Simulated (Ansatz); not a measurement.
## CrBr2 (C2/m, No. 12; cell taken from a computed entry)

All values below come from PBEsol (Ansatz, a first-principles code, plane waves, PAW).

Run with plane-wave cutoff 520 eV, 10×10×6 k mesh (along the axes of the cell as run), Fermi–Dirac smearing 0.01 eV, spin-polarised start, scalar-relativistic PAW data made under PBE.

Cell: relaxed at this level.

```json
{
 "band_gap": "0.23 eV (indirect)",
 "smallest_direct_gap_on_the_k_points_sampled": "0.45 eV",
 "direct gap at Γ": "0.99 eV"
}
```

Note: the magnetic order was assumed, not searched for or taken from measurement; the cell comes from a level without a dispersion term, which matters for the spacing of layers, chains or molecules; the cell has widely spaced layers and the level no dispersion term, so their spacing and the moduli can rest on weak binding.

Spin–orbit coupling is not included.

The computed numbers hold no vibrational or temperature effects.
